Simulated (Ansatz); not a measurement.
Defect: Ga vacancy in zinc-blende GaN, charge state -3. The step: one Ga atom jumps into the vacancy from a nearby Ga site; the atom moves 3.11 Å along (0.00, 0.48, -0.48) of the unit cell; the moving atom starts with neighbours N at 1.87, 2 N at 1.99, N at 2.01 Å and ends with N at 1.87, 2 N at 1.99, N at 2.01 Å. A PBE band in Ansatz (plane-wave PAW, one k-point at (0.250, 0.250, 0.250), 64 host sites, 56 SCF runs with any check of the saddle's order, static, no finite-size correction) gives a forward barrier of 2.11 eV. The program found a first-order saddle point. The host's phase is taken as given; its stability against other phases was not computed. The charge state is imposed; whether it is stable for some Fermi level was not computed. Forms of the defect that were not tried may lie lower.

Single points at the band's start and saddle point can refine it. Rough cost of one point, in units of the band's mean SCF on the same machine:

```
Level                                                   Cost of one point
------------------------------------------------------  -----------------
PBE, a 2×2×2 k-point mesh shifted by half a step                  about 3
r2SCAN at 500 eV, one k-point at (0.250, 0.250, 0.250)            about 2
```

Which of these move the barrier by more than 0.1 eV, and how far does each move it?

PBE, a 2×2×2 k-point mesh shifted by half a step: 0.00 eV; r2SCAN at 500 eV, one k-point at (0.250, 0.250, 0.250): +0.21 eV. Each functional is compared with PBE at the same k-points.

Ansatz is a program for electronic structure.
